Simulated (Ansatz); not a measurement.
Output of an Ansatz run (abridged):

```
WARN ansatz: RAYON_NUM_THREADS=1 ignored (pool sized by the plan → 1); use --threads N
Pseudopotentials: kind: paw
Pseudopotential: Lu, paw, valence charge 25
Pseudopotential: B, paw, valence charge 3
Pseudopotential: Rh, paw, valence charge 17
Crystal: 5 atoms, lattice volume = 71.899 Å³
Basis set: ecut = 420 eV, 1365 PW (Γ), exchange–correlation on 60×60×60 points (8 copies of the dense FFT grid, shifted against one another)
Bands: 48, of which v1, the nominal top of the filled ones, is band 40 counted from 1 (39 counted from 0)
Symmetry: 8 space group operations
Space group: P4mm (ITA 99), of the structure as read, at distance tolerance 4.2e-5 Å
k-points: 75 of 512 (time reversal used)
PAW frozen core: Lu, regenerated for the run's functional, and the local potential with it
PAW frozen core: B, regenerated for the run's functional, and the local potential with it
PAW frozen core: Rh, regenerated for the run's functional, and the local potential with it
Initial density: superposition of atomic densities (neutral atoms: chi_scale 0, normalization atom), corrected by the library's trained network
Initial wavefunctions: pseudopotential atomic-orbital guess
Eigensolver: davidson
Functional: x = pbesol(κ = 0.804, μ = 0.12345679012345678), c = pbesol(β = 0.046)
SCF iter   1: F=—  HF=-33784.350216 eV  |F-HF|=—  |Δ(HF+E_count)|=         —  Δρ=6.45e-3  dr2=3.60e-2  ethr=1.77e-3  ⟨swp⟩=6.3  Hψ=15458  notcnv=0
all-band conjugate gradients solve this SCF's bands
preconditioner: auto → Kerker (q_TF=auto, 2.771 Å⁻¹)
SCF iter   2: F=—  HF=-33784.342043 eV  |F-HF|=—  |Δ(HF+E_count)|=   8.17e-3  Δρ=3.14e-3  dr2=9.59e-3  ethr=4.55e-5  ⟨swp⟩=2.1  Hψ=7256  notcnv=0  defer=12
SCF iter   3: F=—  HF=-33784.340949 eV  |F-HF|=—  |Δ(HF+E_count)|=   1.09e-3  Δρ=9.76e-4  dr2=6.35e-4  ethr=1.21e-5  ⟨swp⟩=2.0  Hψ=5211  notcnv=0  defer=12
SCF iter   4: F=—  HF=-33784.340525 eV  |F-HF|=—  |Δ(HF+E_count)|=   4.24e-4  Δρ=6.49e-4  dr2=4.82e-4  ethr=8.04e-7  ⟨swp⟩=3.0  Hψ=6783  notcnv=0  defer=12
SCF iter   5: F=—  HF=-33784.340389 eV  |F-HF|=—  |Δ(HF+E_count)|=   1.36e-4  Δρ=2.57e-4  dr2=9.99e-5  ethr=6.10e-7  ⟨swp⟩=2.6  Hψ=6735  notcnv=0  defer=12
SCF iter   6: F=—  HF=-33784.340410 eV  |F-HF|=—  |Δ(HF+E_count)|=   2.07e-5  Δρ=8.00e-5  dr2=9.94e-6  ethr=1.26e-7  ⟨swp⟩=2.0  Hψ=5491  notcnv=0  defer=12
SCF iter   7: F=—  HF=-33784.340407 eV  |F-HF|=—  |Δ(HF+E_count)|=   2.86e-6  Δρ=2.49e-5  dr2=3.57e-7  ethr=1.26e-8  ⟨swp⟩=2.5  Hψ=6597  notcnv=0  defer=12
SCF iter   8: F=-33784.340407 eV  HF=-33784.340407 eV  |F-HF|=1.97e-8  |Δ(HF+E_count)|=   1.01e-7  Δρ=4.99e-6  dr2=1.91e-8  ethr=1.27e-10  ⟨swp⟩=12.3  Hψ=22712  notcnv=0
SCF 1 converged in 8 iterations: F = -33784.340407 eV  dr2 = 1.91e-8
SCF converged after 8 iterations
Free energy (F): -33784.340407 eV
Harris-Foulkes:  -33784.340407 eV  (|F-HF|=1.97e-8)
Internal energy: -33784.320667 eV  (E = F + TS)
E sigma→0 (E₀):  -33784.330537 eV
Entropy (-TS):   -0.019740 eV (-3.948 meV/atom)
Fermi energy:    18.820263 eV
--- Per-component energies (eV) ---
  E_band       = -230.619122
  E_kinetic    = 2192.760214
  E_local      = -11266.007370  (includes V_loc(G=0)·N_el)
  E_nonlocal   = 1665.818458
  E_hartree    = 4390.716937
  E_xc         = -912.274731
  E_vxc        = -1132.086035  (∫ρ·V_xc dr)
  E_paw        = -17904.814233  (= ΣΔE_a)
  E_vpaw       = -472.546013  (= ΣTr[D̂ρ^β])
  E_aug_tail   = 0.002566  (compensation charges beyond the density's cutoff)
  E_ewald      = -11952.557986
  E_core_change = 2.035478  (= ΣΔE_core)
  E_smearing   = -0.019740  (= −TS)
  E_closure    = 0.000000  (closes the sum)
  Σ components = -33784.340407   (vs F -33784.340407, Δ=0.00e0)
--- Forces (eV/Å), atoms counted from 1 ---
  atom   1  Lu     0.00000000     0.00000000    -0.32261543
  atom   2  B      0.00000000     0.00000000     0.01155807
  atom   3  Rh     0.00000000     0.00000000     0.14087149
  atom   4  Rh     0.00000000     0.00000000     0.14087149
  atom   5  Rh    -0.00000000     0.00000000     0.02930911
  max |Σ_I F_I| component: 5.25e-6 eV/Å
--- Stress (GPa, compression-positive) ---
       -5.260086       0.000000       0.000000
        0.000000      -5.260086       0.000000
        0.000000       0.000000      -5.259809
  P = ⅓ Tr σ = -5.2600 GPa (-52.600 kbar)
  The stress holds the Pulay correction. Without it, at fixed plane waves, as pw.x and ABINIT print it: P = -5.3815 GPa
--- Band table (eV; the first three rows and the last of 75) ---
  k-point 0: bands = ["-59.2895", "-59.2529", "-59.2520", "-36.3171", "-27.5510", "-27.5510", "-27.5500", "-27.0481", "-27.0479", "-27.0479", "-27.0395", "-27.0390", "-27.0390", "-7.0363", "-7.0358", "-7.0358", "8.6408", "13.0564", "14.4344", [...]
  k-point 1: bands = ["-59.2883", "-59.2532", "-59.2529", "-36.3171", "-27.5493", "-27.5493", "-27.5466", "-27.0514", "-27.0483", "-27.0483", "-27.0403", "-27.0403", "-27.0398", "-7.0455", "-7.0370", "-7.0370", "8.7668", "13.2008", "14.4692", [...]
  k-point 2: bands = ["-59.2849", "-59.2566", "-59.2529", "-36.3172", "-27.5453", "-27.5453", "-27.5383", "-27.0595", "-27.0500", "-27.0500", "-27.0427", "-27.0427", "-27.0406", "-7.0678", "-7.0397", "-7.0397", "9.1140", "13.5816", "14.5481", [...]
  k-point 74: bands = ["-59.2652", "-59.2652", "-59.2639", "-36.3154", "-27.7202", "-27.4283", "-27.4276", "-27.1459", "-27.1445", "-27.1445", "-26.9702", "-26.9688", "-26.9688", "-7.0676", "-7.0672", "-7.0672", "12.3035", "12.3046", "12.3046", [...]
```

The structure:

```
CELL_PARAMETERS angstrom
      4.15822     0.00000     0.00000
      0.00000     4.15822     0.00000
      0.00000     0.00000     4.15822
ATOMIC_POSITIONS crystal
  Lu 0.00000 0.00000 0.01202
  B  0.50000 0.50000 0.50000
  Rh 0.00000 0.50000 0.50000
  Rh 0.50000 0.00000 0.50000
  Rh 0.50000 0.50000 0.00000
```

Question: What input produced this log?

Answer: Other spellings and defaults could give the same log, and not every line can be read from it. The input that was run (DFT, PBEsol, plane waves, default PAW files made with PBE):

Ansatz 0.2 input:
```yaml
# LuBRh3
crystal:
  lattice:
    - [4.158218, 0.000000, 0.000000]
    - [0.000000, 4.158218, 0.000000]
    - [0.000000, 0.000000, 4.158218]
  atoms:
    - { symbol: Lu, position: [0.000000, 0.000000, 0.012024] }
    - { symbol: B, position: [0.500000, 0.500000, 0.500000] }
    - { symbol: Rh, position: [0.000000, 0.500000, 0.500000] }
    - { symbol: Rh, position: [0.500000, 0.000000, 0.500000] }
    - { symbol: Rh, position: [0.500000, 0.500000, 0.000000] }
basis:
  ecutwfc: 420.0
kpoints:
  mp_grid:
    grid: [8, 8, 8]
hamiltonian:
  xc: pbesol
  pseudopotentials:
    kind: paw
scf:
  occupations:
    method: gaussian
    width: 0.1
output:
  forces: true
  eigenvalues: true
  stress: true
```

The starting cell comes from a database of computed structures (which also holds hypothetical and non-ambient phases and stackings), without a prior relaxation at this level. Its lattice was rescaled by up to half a per cent. One atom was moved a little off its site on purpose. Spin-orbit coupling is off. Spin polarisation is off. With a pressure of about -5 GPa the cell is away from its equilibrium volume at this level. Ansatz's pressure includes its estimate of the finite-basis (Pulay) stress.

Ansatz is a quantum-chemistry and plane-wave program.
